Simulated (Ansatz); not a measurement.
Structure of amorphous Hf₃₂La₄O₇₀ (periodic cell):

```xyz
106
Lattice="11.1803 0.0104 -0.0845 0.0104 11.5597 -0.0832 -0.0845 -0.0832 11.1893" Properties=species:S:1:pos:R:3 pbc="T T T"
Hf     0.1013     8.8466     3.2448
Hf     7.9463     0.4327     0.4067
Hf     8.2202     3.6493     9.4756
Hf     9.1843     1.2139     6.7461
Hf     5.0407     3.8828     5.3611
Hf     3.4232     8.4553     2.1103
Hf     4.9359     2.6609     0.4749
Hf     6.8122     6.7537     7.4252
Hf     9.0192     9.6054     9.1239
Hf     1.7354     2.2263     2.4683
Hf    11.1373     3.3629     4.8577
Hf     1.5667     0.2280     5.7418
Hf     2.9225     5.9652     7.9435
Hf    10.4816     0.9142     9.8201
Hf     5.8484     7.2638     3.9022
Hf     9.0320     6.7315     4.0595
Hf     4.9588     7.1350    10.2831
Hf     6.6962     4.9842     1.1768
Hf     5.3530     0.6719     6.2977
Hf     1.8959    10.9334     0.5857
Hf     4.0763     9.2353     5.9434
Hf     0.3752     7.7797     9.8181
Hf     0.6423     8.0034     6.5263
Hf     8.1523     4.2702     6.1846
Hf    -0.0025     4.3039     8.4143
Hf     5.3102    10.8808     9.6544
Hf     8.2615     3.0929     3.1027
Hf     2.3380    10.0826     8.6481
Hf    10.2281     0.2846     3.3255
Hf     3.1585     2.0979     8.3614
Hf     2.6866     6.1495     4.5493
Hf     2.7656     5.5483     0.6223
La     7.8498     8.5522     1.3212
La    10.7029     5.1261     1.2632
La     5.2985     0.1455     2.8800
La     7.9207     9.7005     5.6836
O      5.4763     8.9819    10.3104
O      9.5789    10.9858    10.8602
O      4.7043     5.5434     4.0745
O      2.6031     6.4803     2.4522
O      1.9207     1.8677     4.4094
O      7.3590    10.7465     9.7563
O     10.0818     8.1738     5.1659
O      7.6746     8.3409     3.7911
O     10.6610     8.6805     8.0229
O      3.3150    10.9038    10.2708
O      6.7507     6.6132    -0.0309
O      7.7702     8.5267     7.9089
O      4.8665     0.7697     8.3521
O      6.5635     3.7199    10.5770
O      9.6063     4.7738     3.9326
O      9.0056     2.5755     5.1207
O      8.0695     5.3544     8.2655
O      3.5416    11.2776     5.5280
O      9.6317     8.2186    10.4451
O      1.9330     3.8384     8.2313
O      6.4586     2.9525     2.0180
O      5.4708     1.7854     4.6421
O      5.7068    10.4226     5.0482
O      5.7787     7.9327     5.9060
O      6.1288     4.7586     6.7260
O      2.2433     8.0397     8.8334
O      1.9585     0.5063     7.8866
O      5.8779     0.8723     0.0478
O      0.9532     9.7295    10.2523
O      1.1418     7.5747     4.4932
O      3.5812    10.4812     1.8036
O      7.9695     6.3437     5.7463
O      4.9702     6.7761     8.2831
O      0.6043    10.6201     4.3060
O     10.0786     7.2962     2.3698
O      8.8256     1.9191    10.5529
O      3.5054     7.5544     0.3396
O      7.9913     2.7672     7.6285
O      3.6328     1.8062     1.8345
O      0.7149     6.2834     7.9619
O      9.8063    11.3191     8.1273
O     10.3214     4.4073     6.5237
O     10.0375     4.5312    10.0186
O      3.6437     2.6416    10.1623
O      2.7425     7.3992     6.3726
O      4.2019     2.5058     6.7076
O      1.4034     9.1302     1.7592
O      3.4018     4.9925     6.2042
O      3.8376     8.2062     4.1332
O      8.5872     1.1792     2.3486
O      1.3561     4.6474     4.3517
O      9.3110    11.4658     5.0025
O      9.7853    10.0803     2.4958
O      0.8601     6.2579    11.0706
O      7.2838     6.1356     2.7910
O      4.2613     9.8132     7.9013
O      1.0364     0.9250    10.7995
O      6.9894     3.9127     4.5188
O      0.0233     1.5565     6.0501
O      1.6020     3.9686     1.3320
O      3.4066     5.5795     9.8747
O      0.8737     0.4489     2.1286
O     10.7616     2.5557     2.9983
O     10.4544     2.3847     8.4031
O      7.3125     0.2904     6.7556
O      5.4749     8.1680     2.1587
O      1.6913     9.7585     6.6155
O      7.0695    10.6384     1.5733
O      8.6140     4.2408     1.4069
O      4.6394     4.7059     1.0426
```

All values below come from PBE, scalar-relativistic without spin-orbit coupling (plane waves to 420 eV, PAW; Ansatz, a quantum-chemistry and plane-wave program).

Preparation: random packing, a CHGNet melt and quench, and a DFT relaxation. O atoms were pushed apart under 1.9 Å during the dynamics, to hinder bonds among them. The hot cell started wider than the set density and was brought back towards it in steps. It is the lowest in DFT energy of 4 quenches. It is a model cell: composition and starting density were chosen by hand, and all elements were melted together. No dispersion term was used. Its density started from a set value of 8.28 and ended at 8.48 g/cm³. The simulated quench (nominally 600 K/ps over its main leg) is rapid and tends to freeze in more defects than a deposited or slowly cooled glass has. Values belong to this one cell and scatter from quench to quench. Volume and shape were free in the relaxation.

Neighbours within Hf-Hf 3.34 Å, Hf-La 3.65 Å, Hf-O 2.64 Å, La-La 3.96 Å, La-O 3.00 Å, O-O 1.58 Å count as bonded. Two cations that share two anions don't count as bonded, nor two that share one unless they lie closer than Hf-Hf 3.25 Å, Hf-La 3.55 Å, La-La 3.85 Å.

Task: Give the coordination numbers, mean bond lengths and angles.

Result: 
- Mean coordination of Hf by anions = 6.03 (6 with 5, 19 with 6, 7 with 7); 2 close contacts or bonds to cations besides
- Mean coordination of La by anions = 6.75 (2 with 6, 1 with 7, 1 with 8)
- Mean coordination of O = 3.14 (4 with 2, 52 with 3, 14 with 4)
- Mean Hf-O bond = 2.126 Å (spread 0.108 Å, 193 counted)
- Mean La-O bond = 2.553 Å (spread 0.201 Å, 27 counted)
- Mean Hf-Hf close contact = 3.241 Å (spread 0.000 Å, 1 counted)
- Bond angle at Hf = mean 103.0°, spread 29.3°
- Bond angle at La = mean 99.9°, spread 30.1°
- Bond angle at O = mean 114.3°, spread 19.1°

Task: List the pairs of like atoms that count as bonded by the rules above.

Result: Hf3-Hf25 (3.24 Å).
